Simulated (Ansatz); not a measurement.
MoRh (Pmma, No. 51; cell taken from a computed entry), treated with r²SCAN in Ansatz (PAW).

Settings: plane-wave cutoff 500 eV, 12×20×12 k mesh (along the axes of the cell as run), Fermi–Dirac smearing 0.1 eV, no spin polarisation, scalar-relativistic PAW data made under PBE.

Computed at the level's own relaxed cell.

Task: Estimate the equilibrium volume per atom that the calculation returns.

Result: 
* **equilibrium volume per atom**: 14.49 Å³/atom

The run finds no gap.

Note: the relaxation could not lower the start's symmetry, so the cell can be a saddle point above a distorted one.

Ansatz is an electronic-structure program.
